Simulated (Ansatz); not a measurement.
Several settings converged on a (001) slab of ZnPPd5 (cut from a parent of space group no. 123; 7 atoms in the cell)

```
Pd5ZnP
1.0
    3.90293     0.00000     0.00000
    0.00000     3.90293     0.00000
    0.00000     0.00000    18.84619
Zn P Pd
1 1 5
Cartesian
  1.95147   1.95147  11.84619
  0.00000   0.00000   8.42159
  0.00000   1.95147   7.00000
  0.00000   1.95147   9.84310
  1.95147   0.00000   7.00000
  1.95147   0.00000   9.84310
  0.00000   0.00000  11.84619
```

Base method: LDA (PW92), default PAW files made with PBE (plane waves; Ansatz, an electronic-structure program).

Base settings: basis.ecutwfc = 30.9 Ry; kpoints.mp_grid.grid = 8 8 1; hamiltonian.xc = lda; hamiltonian.pseudopotentials = {kind: paw} (the program's default PAW files); scf.occupations.method = fermi_dirac; scf.occupations.width = 0.0073 Ry.

The count of work is k-points × plane waves × bands × iterations; it is no time. 

**The vacuum with a dipole correction**

In this ladder: efield.axis = 3; efield.dipole_correction = true.

The mesh stays at the base's, so the ladder's end is converged at best in this setting alone.

Only quantities that move along the ladder and can be compared are tabulated.

```tsv
vacuum between outermost atoms (Å)	free energy less the last step's (meV/atom)	largest difference of a force vector from the last step's (eV/Å)	count of work / last
6.0	-7.50	0.037	0.44
8.0	-0.67	0.004	0.52
10.0	-0.06	0.000	0.60
14.0	0.00	0.000	0.76
20.0	0.00	0.000	1.0
```

Smallest vacuum between outermost atoms (Å) that holds the free energy within 2 meV/atom of the last step, with all finer ones: 8.0; the step before is off by 7.5 meV/atom.

Smallest vacuum between outermost atoms (Å) that holds the forces within 0.02 eV/Å of the last step, with all finer ones: 8.0; the step before is off by 0.037 eV/Å.

**The plane-wave cutoff**

The mesh stays at the base's, so the ladder's end is converged at best in this setting alone.

Only quantities that move along the ladder and can be compared are tabulated.

```tsv
basis.ecutwfc	free energy less the last step's (meV/atom)	largest difference of a force vector from the last step's (eV/Å)	count of work / last
15.4 Ry	7022.06	0.480	0.14
18.4 Ry	1531.58	0.349	0.16
21.7 Ry	222.46	0.046	0.21
26.1 Ry	10.39	0.005	0.27
30.9 Ry	1.71	0.001	0.36
37.1 Ry	0.87	0.000	0.47
46.3 Ry	0.38	0.000	0.65
61.7 Ry	0.00	0.000	1.0
```

Coarsest basis.ecutwfc that holds the free energy within 5 meV/atom of the last step, with all finer ones: 30.9 Ry, at 0.36 of the last step's count of work; the step before is off by 10 meV/atom.

Coarsest basis.ecutwfc that holds the forces within 0.02 eV/Å of the last step, with all finer ones: 26.1 Ry, at 0.27 of the last step's count of work; the step before is off by 0.046 eV/Å.

On the base run: the starting cell comes from a database of computed structures (which also holds hypothetical and non-ambient phases and stackings), without a prior relaxation at this level. The slab is cut from that crystal, and its faces are unrelaxed. Its lattice was rescaled by up to half a per cent. Spin polarisation is off; with an odd number of electrons in the cell that forces a metal, and a magnetic state may lie lower.

Keys are those of Ansatz 0.2.
